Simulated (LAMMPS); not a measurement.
Pressure dependence of ZnSe (zinc blende) at 1080 K, from the crystal.

Model: classical MD, pair style sw, file CdTeZnSeHgS0.sw (LAMMPS).

| P (GPa) | state | volume | coordination number of Se by Zn |
|---|---|---|---|
| 0 | crystal; no diffusion seen in 30 ps | 23.3226 ± 0.0004 Å³/atom | 4.00 (counted to 3.34 Å) |
| 2 | crystal; no diffusion seen in 30 ps | 22.7774 ± 0.0005 Å³/atom | 4.00 (counted to 3.42 Å) |
| 5 | crystal; no diffusion seen in 30 ps | 22.0853 ± 0.0005 Å³/atom | 4.00 (counted to 3.38 Å) |

Caution (rows 2; 5): a run this short can hold a crystal over, or a liquid under, the potential's own melting point, which these runs don't give.

Estimate the isothermal bulk modulus at zero pressure. A parabola P(ln V) through the three points gives −dP/d ln V = 79 GPa at zero pressure.

States go by the mean squared displacement: a species diffuses where it passes 1.5 Å², still rises and gives D over 1e-6 cm²/s; a crystal has left its structure where atoms lie 0.35 Å off their sites on average or a cubic box changes its shape by 3 %, or the axial ratios of another lie 8 % off the starting cell's, which the potential's own relaxation can also do.

Errors shown are sampling errors alone.
